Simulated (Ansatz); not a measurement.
**Ansatz (a quantum-chemistry and plane-wave program) run on SrGa₂ (P6/mmm, 3 atoms in the cell): self-consistent single point**

Method of the run: LDA (PW92), default PAW files made with PBE (plane waves; Ansatz).

Input:

Ansatz 0.2 input:
```yaml
# SrGa2
crystal:
  lattice:
    - [4.32939900, 0.00000000, 0.00000000]
    - [-2.16470000, 3.74937000, 0.00000000]
    - [0.00000000, 0.00000000, 4.82454300]
  atoms:
    - { symbol: Sr, position: [0.00000000, 0.00000000, 0.00000000] }
    - { symbol: Ga, position: [0.33333300, 0.66666700, 0.50000000] }
    - { symbol: Ga, position: [0.66666700, 0.33333300, 0.50000000] }
basis:
  ecutwfc: 420.0 eV
kpoints:
  mp_grid:
    grid: [9, 9, 7]
hamiltonian:
  xc: lda
  pseudopotentials:
    kind: paw
scf:
  occupations:
    method: fermi_dirac
    width: 0.1 eV
output:
  forces: true
  eigenvalues: true
  stress: true
```

The program printed (abridged):

```
WARN the atoms were moved onto the symmetric positions of the space group found under crystal.symmetry.tolerance 1.0e-5 (fractional …
WARN ansatz: RAYON_NUM_THREADS=1 ignored (pool sized by the plan → 1); use --threads N
Pseudopotentials: kind: paw
Pseudopotential: Sr, paw, valence charge 10
Pseudopotential: Ga, paw, valence charge 13
Crystal: 3 atoms, lattice volume = 78.314 Å³
Basis set: ecut = 420 eV, 1511 PW (Γ)
Bands: 22, of which v1, the nominal top of the filled ones, is band 18 counted from 1 (17 counted from 0)
Symmetry: 24 space group operations
Space group: P6/mmm (ITA 191), of the structure as read, at distance tolerance 4.3e-5 Å
k-points: 48 of 567
PAW frozen core: Sr, regenerated for the run's functional, and the local potential with it
PAW frozen core: Ga, regenerated for the run's functional, and the local potential with it
Initial density: superposition of atomic densities (neutral atoms: chi_scale 0, normalization atom), corrected by the library's trained network
Initial wavefunctions: pseudopotential atomic-orbital guess
Eigensolver: davidson
Functional: x = slater, c = lda
SCF iter   1: F=—  HF=-10859.874456 eV  |F-HF|=—  |Δ(HF+E_count)|=         —  Δρ=6.23e-3  dr2=2.52e-2  ethr=1.77e-3  ⟨swp⟩=6.6  Hψ=5533  notcnv=0
all-band conjugate gradients solve this SCF's bands
preconditioner: auto → Kerker (q_TF=auto, 2.397 Å⁻¹)
SCF iter   2: F=—  HF=-10859.870228 eV  |F-HF|=—  |Δ(HF+E_count)|=   4.23e-3  Δρ=3.34e-3  dr2=9.42e-3  ethr=7.01e-5  ⟨swp⟩=1.4  Hψ=1505  notcnv=0
SCF iter   3: F=—  HF=-10859.867757 eV  |F-HF|=—  |Δ(HF+E_count)|=   2.47e-3  Δρ=5.74e-4  dr2=9.87e-4  ethr=2.62e-5  ⟨swp⟩=2.0  Hψ=1198  notcnv=0
SCF iter   4: F=—  HF=-10859.867481 eV  |F-HF|=—  |Δ(HF+E_count)|=   2.76e-4  Δρ=2.91e-4  dr2=1.05e-4  ethr=2.74e-6  ⟨swp⟩=2.3  Hψ=1483  notcnv=0
SCF iter   5: F=—  HF=-10859.867471 eV  |F-HF|=—  |Δ(HF+E_count)|=   9.91e-6  Δρ=1.78e-4  dr2=3.05e-5  ethr=2.92e-7  ⟨swp⟩=2.0  Hψ=1859  notcnv=0
SCF iter   6: F=—  HF=-10859.867452 eV  |F-HF|=—  |Δ(HF+E_count)|=   1.90e-5  Δρ=5.88e-5  dr2=4.35e-6  ethr=8.47e-8  ⟨swp⟩=2.0  Hψ=1724  notcnv=0
SCF iter   7: F=—  HF=-10859.867451 eV  |F-HF|=—  |Δ(HF+E_count)|=   1.22e-6  Δρ=1.67e-5  dr2=4.73e-7  ethr=1.21e-8  ⟨swp⟩=2.1  Hψ=1837  notcnv=0
SCF iter   8: F=-10859.867451 eV  HF=-10859.867451 eV  |F-HF|=3.11e-8  |Δ(HF+E_count)|=   1.56e-7  Δρ=4.26e-6  dr2=3.83e-8  ethr=2.78e-10  ⟨swp⟩=6.7  Hψ=5113  notcnv=0
SCF 1 converged in 8 iterations: F = -10859.867451 eV  dr2 = 3.83e-8
SCF converged after 8 iterations
Free energy (F): -10859.867451 eV
Harris-Foulkes:  -10859.867451 eV  (|F-HF|=3.11e-8)
Internal energy: -10859.826127 eV  (E = F + TS)
E sigma→0 (E₀):  -10859.846789 eV
Entropy (-TS):   -0.041324 eV (-13.775 meV/atom)
Fermi energy:    7.606277 eV
--- Per-component energies (eV) ---
  E_band       = -217.583583
  E_kinetic    = 476.652931
  E_local      = -4998.987379  (includes V_loc(G=0)·N_el)
  E_nonlocal   = 1054.082349
  E_hartree    = 2195.864731
  E_xc         = -309.517602
  E_vxc        = -279.221883  (∫ρ·V_xc dr)
  E_paw        = -6417.189527  (= ΣΔE_a)
  E_vpaw       = -861.844506  (= ΣTr[D̂ρ^β])
  E_aug_tail   = -0.000271  (compensation charges beyond the density's cutoff)
  E_ewald      = -2864.482456
  E_core_change = 3.751095  (= ΣΔE_core)
  E_smearing   = -0.041324  (= −TS)
  E_closure    = -0.000000  (closes the sum)
  Σ components = -10859.867451   (vs F -10859.867451, Δ=0.00e0)
--- Forces (eV/Å), atoms counted from 1 ---
  atom   1  Sr    -0.00000000    -0.00000000     0.00000000
   [... zero for the other atoms too ...]
  max |Σ_I F_I| component: 3.70e-17 eV/Å
--- Stress (GPa, compression-positive) ---
       -3.567588      -0.000000      -0.000000
       -0.000000      -3.567588       0.000000
       -0.000000       0.000000      -3.550071
  P = ⅓ Tr σ = -3.5617 GPa (-35.617 kbar)
  The stress holds the Pulay correction. Without it, at fixed plane waves, as pw.x and ABINIT print it: P = -3.5748 GPa
--- Band table (eV; the first three rows and the last of 48) ---
  k-point 0: bands = ["-27.7331", "-9.7743", "-9.7224", "-9.7224", "-7.0365", "-6.9464", "-6.9464", "-6.9321", "-6.9321", "-6.7746", "-6.7746", "-6.7137", "-6.7137", "-6.6846", "-1.2579", "6.9225", "7.8492", "7.8492", "7.9547", "8.5697", "11.8411", "11.8411"]
  k-point 1: bands = ["-27.7328", "-9.7867", "-9.7218", "-9.7218", "-7.0357", "-6.9464", "-6.9464", "-6.9324", "-6.9324", "-6.7756", "-6.7756", "-6.7126", "-6.7126", "-6.6840", "-1.1632", "5.9729", "7.9460", "7.9460", "8.6375", "8.9356", "11.0040", "11.0040"]
  k-point 2: bands = ["-27.7324", "-9.8144", "-9.7205", "-9.7205", "-7.0338", "-6.9463", "-6.9463", "-6.9333", "-6.9333", "-6.7777", "-6.7777", "-6.7103", "-6.7103", "-6.6828", "-0.9310", "4.8859", "8.2077", "8.2077", "8.8099", "10.1368", "10.3606", "10.3606"]…
  k-point 47: bands = ["-27.7225", "-9.8267", "-9.8267", "-9.7881", "-7.1724", "-7.0120", "-7.0120", "-6.9749", "-6.8233", "-6.8233", "-6.6902", "-6.6902", "-6.6769", "-6.5011", "1.6736", "1.6736", "5.3372", "7.1932", "7.1932", "10.7906", "12.3574", "12.3574"]…
```

The run converged in 8 iterations.

The starting cell comes from a database of computed structures (which also holds hypothetical and non-ambient phases and stackings), without a prior relaxation at this level. Its lattice was rescaled by up to half a per cent. With a pressure of about -4 GPa the cell is away from its equilibrium volume at this level. Ansatz's pressure includes its estimate of the finite-basis (Pulay) stress.
